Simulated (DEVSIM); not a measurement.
System: Ti/Si3N4/p-Si capacitor, at 300 K.

Layer 1 from the left is Si3N4, thickness (nm) 4.80. Layer 2 from the left is Si, thickness (nm) 1500, Na (cm⁻³) 1.4e17.

Metal gate on the left, work function 4.33 eV. Fixed charge at the semiconductor interface 2e12 cm⁻² (in units of +e); no interface traps.

Constants are typed, rounded textbook-type inputs, not results; the design itself was drawn at random and stands for no fabricated device. Values at 300 K.

Si3N4: gap (eV) 5.1, affinity (eV) 2.1, permittivity 7.5. Si: gap (eV) 1.124, affinity (eV) 4.05, permittivity 11.7, Nc (cm⁻³) 2.86e19, Nv (cm⁻³) 3.1e19.

Model (solved in DEVSIM): 1D Poisson equation in equilibrium, Boltzmann statistics, complete ionisation; no quantum confinement or tunnelling. Metal contacts follow the ideal Schottky-Mott rule: no Fermi-level pinning, no interface dipoles.

Q: What does the simulation give for the threshold voltage (band bending 2φF), the minimum of the low-frequency capacitance, the flat-band voltage?

A: threshold voltage (band bending 2φF) 0.05 V; minimum of the low-frequency capacitance 0.120 μF/cm²; flat-band voltage -0.94 V.
